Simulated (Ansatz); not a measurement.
Ansatz (a quantum-chemistry and plane-wave program) run on a (001) slab of YSi2 (cut from a parent of space group no. 15; 6 atoms in the cell): self-consistent single point.

Method: LDA (PW92), default PAW files made with PBE (plane waves; Ansatz).

```
CELL_PARAMETERS angstrom
      3.95688     0.00000     0.00000
     -3.95518     3.95688     0.00000
      0.00000     0.00000    20.05070
ATOMIC_POSITIONS crystal
  Si 0.82627 0.78734 0.53096
  Si 0.32144 0.28651 0.46904
  Si 0.83991 0.79416 0.65089
  Si 0.30780 0.27969 0.34912
  Y  0.83309 0.29100 0.59092
  Y  0.31462 0.78285 0.40908
```

Reference input (self-consistent single point, DFT, LDA (PW92), plane waves, default PAW files made with PBE): basis.ecutwfc = 420 eV; kpoints.mp_grid.grid = 9 7 1; hamiltonian.xc = lda; hamiltonian.pseudopotentials = {kind: paw} (the program's default PAW files); scf.occupations.method = gaussian; scf.occupations.width = 0.1 eV. This run's input differs from it in these lines:

Ansatz 0.2 input:
```diff
@@ -15,3 +15,3 @@
 kpoints:
-  mp_grid: { grid: [9, 7, 1] }
+  mp_grid: { grid: [12, 8, 1] }
 hamiltonian:
```

The program printed (abridged):

```
SCF iter   1: F=—  HF=-9927.213287 eV  |F-HF|=—  |Δ(HF+E_count)|=         —  Δρ=3.30e-3  dr2=2.89e-2  ethr=1.77e-3  ⟨swp⟩=8.7  Hψ=7757  notcnv=0  defer=2
all-band conjugate gradients solve this SCF's bands
preconditioner: auto → LDOS
SCF iter   2: F=—  HF=-9927.210409 eV  |F-HF|=—  |Δ(HF+E_count)|=   2.88e-3  Δρ=9.10e-4  dr2=9.27e-3  ethr=7.60e-5  ⟨swp⟩=2.7  Hψ=2592  notcnv=0  defer=5
   [... lines left out ...]
SCF iter   4: F=—  HF=-9927.208700 eV  |F-HF|=—  |Δ(HF+E_count)|=   4.37e-5  Δρ=5.64e-5  dr2=1.96e-5  ethr=8.58e-7  ⟨swp⟩=2.1  Hψ=2068  notcnv=0  defer=5
SCF iter   5: F=—  HF=-9927.208852 eV  |F-HF|=—  |Δ(HF+E_count)|=   1.52e-4  Δρ=1.28e-5  dr2=6.63e-7  ethr=5.15e-8  ⟨swp⟩=2.1  Hψ=2033  notcnv=0  defer=5
SCF iter   6: F=—  HF=-9927.208852 eV  |F-HF|=—  |Δ(HF+E_count)|=   2.29e-8  Δρ=3.52e-6  dr2=1.09e-7  ethr=2.63e-10  ⟨swp⟩=13.4  Hψ=7576  notcnv=0
SCF iter   7: F=-9927.208852 eV  HF=-9927.208852 eV  |F-HF|=1.40e-10  |Δ(HF+E_count)|=   8.26e-9  Δρ=8.90e-7  dr2=3.20e-9  ethr=2.63e-10  ⟨swp⟩=5.0  Hψ=4311  notcnv=0
SCF 1 converged in 7 iterations: F = -9927.208852 eV  dr2 = 3.20e-9
Free energy (F): -9927.208852 eV
Internal energy: -9927.197929 eV  (E = F + TS)
E sigma→0 (E₀):  -9927.203390 eV
Entropy (-TS):   -0.010922 eV (-1.820 meV/atom)
Fermi energy:    0.790234 eV
--- Forces (eV/Å), atoms counted from 1 ---
  atom   1  Si     0.02353074     0.02271660     0.88083851
  atom   2  Si    -0.02353074    -0.02271660    -0.88083851
  atom   3  Si    -0.05890018    -0.05141924    -1.00520643
  atom   4  Si     0.05890018     0.05141924     1.00520643
  atom   5  Y     -0.01392436    -0.01686222    -0.08833792
  atom   6  Y      0.01392436     0.01686222     0.08833792
--- Stress (GPa, compression-positive) ---
       -3.037462      -0.007179      -0.192839
       -0.007179      -2.122061      -0.175743
       -0.192839      -0.175743      -2.708958
  P = ⅓ Tr σ = -2.6228 GPa (-26.228 kbar)
  The stress holds the Pulay correction. Without it, at fixed plane waves, as pw.x and ABINIT print it: P = -2.6330 GPa
```

The run converged in 7 iterations. Against the reference run the free energy goes down by 3.0 meV/atom and the largest force goes from 1.025 to 1.008 eV/Å.

The starting cell comes from a database of computed structures (which also holds hypothetical and non-ambient phases and stackings), without a prior relaxation at this level. The slab is cut from that crystal, and its faces are unrelaxed. Its lattice was rescaled by up to half a per cent. Spin polarisation is off, though cut faces can carry moments; the slab shows no gap. Forces in this geometry exceed 1 eV/Å.
